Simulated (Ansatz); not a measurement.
We look at the formation energy of CaF2 (fluorite, Fm-3m) from the elements. Reaction: Ca (fcc) + F2 (gas) → CaF2 (fluorite). The sign is products less reactants. The value is per atom of the solid.

CaF2 (fluorite, Fm-3m), 3 atoms in the cell, k-point mesh 10×10×10 on the run's own vectors.
Space group Fm-3m (No. 225); a = 5.512 Å, b = 5.512 Å, c = 5.512 Å, α = 90.00°, β = 90.00°, γ = 90.00°

| atom | site | symmetry | x | y | z |
|---|---|---|---|---|---|
| Ca | 4a | m-3m | 0.0000 | 0.0000 | 0.0000 |
| F | 8c | -43m | 0.2500 | 0.2500 | 0.2500 |
(The calculation used a cell of 3 atoms; values per cell refer to that cell.)

Ca (fcc, Fm-3m), 1 atom in the cell, k-point mesh 18×18×18 on the run's own vectors. Conventional cell: a = b = c = 5.526 Å, α = β = γ = 90.00°.

An isolated F2 molecule (singlet) in a box of 11 × 11 × 13 Å.

All numbers come from Ansatz (a first-principles code), plane waves with PAW, its default PAW set, cutoff 420 eV. The structures are at rest with PBE; other levels are single points on them. HSE06 runs on coarser k-point meshes, mended by the PBE difference between the two meshes. Some cells are metallic or hold partly filled levels, where a hybrid on a coarse mesh is less sure. Neutral cells; Fermi-Dirac smearing of at most 0.10 eV in the solids, energies taken to zero width. The lattices are those relaxed with PBE, so at other levels the solids can be strained, which adds to the spread. A dispersion term (D3(BJ), or D4 for r2SCAN) was computed beside these levels and is taken off wherever the name lacks it. Static lattices, no vibrational contributions.

Estimate the value that PBE returns for this input.

-3.92 eV/atom, for Ca (fcc) + F2 (gas) → CaF2 (fluorite).

What do the other levels give, and how wide is the spread?


```
Method  value (eV/atom)  less PBE
------  ---------------  --------
HSE06             -4.09     -0.17
```

The levels span 0.17 eV/atom, from HSE06 (-4.09) to PBE (-3.92).
